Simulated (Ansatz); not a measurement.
Consider the following.

```yaml
crystal:
  lattice:
    - [0.00000, 4.09708, 4.09708]
    - [4.09708, 0.00000, 4.09708]
    - [4.09708, 4.09708, 0.00000]
  atoms:
    - { symbol: Sr, position: [0.00000, 0.00000, 0.00000] }
    - { symbol: Sr, position: [0.25000, 0.25000, 0.25000] }
    - { symbol: Al, position: [0.62500, 0.62500, 0.62500] }
    - { symbol: Al, position: [0.12500, 0.62500, 0.62500] }
    - { symbol: Al, position: [0.62500, 0.62500, 0.12500] }
    - { symbol: Al, position: [0.62500, 0.12500, 0.62500] }
```

The numbers are results of PBEsol, DFPT electron-phonon coupling, linearised Boltzmann equation (plane waves, PAW, scalar-relativistic; Ansatz, an electronic-structure program), not measurements. Cell: relaxed with this functional, without spin-orbit coupling.

Question: What phonon-limited resistivity does this give at 300 K?

Answer: 18.0 μΩ·cm.

Question: How long is the mean free path there?

Answer: 7.7 nm, weighted by the current that each state carries. Wires not much wider than this gain resistivity from their walls.

A metal at this level (no band gap). Only scattering by harmonic phonons is included (no impurities, grain boundaries, electron-electron scattering or thermal expansion). Spin-orbit coupling is left out. Halving the electron mesh (20x20x20) moves the resistivity by up to 1 % at 300 K, the mean free path by up to 2 %. Smearing 0.20 eV; phonons on a 3x3x3 q mesh, which this run doesn't test.

Computed structure, not matched to a measured one here, so possibly hypothetical: SrAl2 (Fd-3m).
